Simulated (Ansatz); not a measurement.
The structure below was relaxed with r2SCAN+rVV10, PAW, 500 eV (Ansatz, a program for electronic structure; spin-orbit coupling left out).

```
Ti3Sn2Te4
1.0
    3.12814     1.80604     6.58456
   -3.12814     1.80604     6.58456
    0.00000    -3.61207     6.58456
Ti Sn Te
3 2 4
Cartesian
 -2.04964  -0.00803   6.50855
  1.01787   1.77906   6.50855
  1.03177  -1.77102   6.50855
  0.00000   0.00000   1.96084
  0.00000   0.00000  15.12020
  0.00000   0.00000   8.35412
 -1.04748   1.82541  11.35132
 -1.05711  -1.81985  11.35132
  2.10459  -0.00556  11.35132
```

Problem. Find the space group and the Wyckoff positions.

Solution. Space group R3, hexagonal axes (No. 146); a = 6.256 Å, b = 6.256 Å, c = 19.754 Å, α = 90.00°, β = 90.00°, γ = 120.00°

| atom | site | symmetry | x | y | z |
|---|---|---|---|---|---|
| Ti | 9b | 1 | 0.6652 | 0.0050 | 0.0038 |
| Sn | 3a | 3. | 0.0000 | 0.0000 | 0.9007 |
| Sn | 3a | 3. | 0.0000 | 0.0000 | 0.2346 |
| Te | 3a | 3. | 0.0000 | 0.0000 | 0.5771 |
| Te | 9b | 1 | 0.3323 | 0.0026 | 0.0920 |

Each cell is one ordered arrangement of few atoms, which overstates ordering effects compared with a random alloy. Stability against distortions was not tested. All final runs are without spin polarisation. The cell was made from TiTe2 by this change: x(Sn) = 0.333, 9 atoms, R3. Ti3Sn2Te4 has a high density of states at the Fermi level and may be magnetic at this level.
